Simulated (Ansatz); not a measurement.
Results of PBEsol (Ansatz, a first-principles code, PAW) for fluorite NiSi2.

Run with plane-wave cutoff 560 eV, 14×14×14 k mesh, Fermi–Dirac smearing 0.1 eV, perturbation theory, no spin polarisation, scalar-relativistic PAW data made under PBE.

The cell has the measured lattice parameters. Conventional cell: a = 5.4060 Å, b = 5.4060 Å, c = 5.4060 Å, α = 90.00°, β = 90.00°, γ = 90.00°.

Harmonic phonon frequencies (cm⁻¹; i marks an imaginary mode):

| q point | frequencies |
|---|---|
| Γ | 0 0 0 304 304 304 327 327 327 |
| X | 140 140 247 247 249 254 373 373 408 |
| L | 103 103 259 294 294 341 341 342 383 |

No imaginary mode appears at these points.

Note: the cell isn't this level's own, so it is under some stress, which shifts stiffness and frequencies.
